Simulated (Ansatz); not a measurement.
**What biaxial strain −2.50 %, plane normal [111], relaxed out of plane does to PbSe**

Base system: PbSe in the rock salt structure (space group Fm-3m, No. 225; a = 6.1016 Å). Axes: x, y, z lie along the cube axes.

Perturbation: biaxial strain −2.50 %, plane normal [111], relaxed out of plane (Cartesian); in-plane vectors clamped, the third vector and the atoms free.

All numbers come from PBEsol, PAW, 420 eV (Ansatz, a first-principles code; spin-orbit coupling left out). Γ-centred 9×9×9 mesh, Fermi–Dirac width 0.05 eV.

- Volume per atom = 27.73 Å³ (base 28.39 Å³)
- Space group = R-3m (No. 166) (base Fm-3m (No. 225))
- Energy relative to the base (free energy F) = +8.4 meV/atom
- Pressure (mean of the normal stresses, compression positive) = 1.3 GPa (base 0.0 GPa)
- Band gap = zero (base 0.17 eV)
- Out-of-plane strain = +2.73 % (rough)
- Mean in-plane stress (compression positive) = +1.9 GPa (rough)

A case with no gap was solved on a k-mesh chosen for an insulator, which is coarse for it. Without a gap, meshes like the base's 9×9×9 leave anisotropic stresses uncertain by several tenths of a GPa, and small strain energies with them. With Pb present, leaving out spin-orbit coupling can change the band edges. Whether these cells are dynamically stable was not tested. The final runs are not spin-polarised. The zero or small gap of PbSe can change with the level of theory.
